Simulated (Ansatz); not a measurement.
The reference is Rh in the fcc (Cu type) structure (space group Fm-3m, No. 225; a = 3.800 Å).

Level of theory: r2SCAN, PAW, 500 eV (Ansatz, a first-principles code; no spin-orbit coupling).

Base values:

The lattice parameter a is 380.0 pm.

The change: a hydrostatic pressure of 15 GPa.

Task: Predict the new lattice parameter a.

Result: The lattice parameter a falls by 5.9 pm, from 380.0 pm to 374.1 pm.

Load acts through the strain it causes; cell and atoms are relaxed under it. Whether these cells are dynamically stable was not tested. No other phases were tried under pressure. All final runs are without spin polarisation.
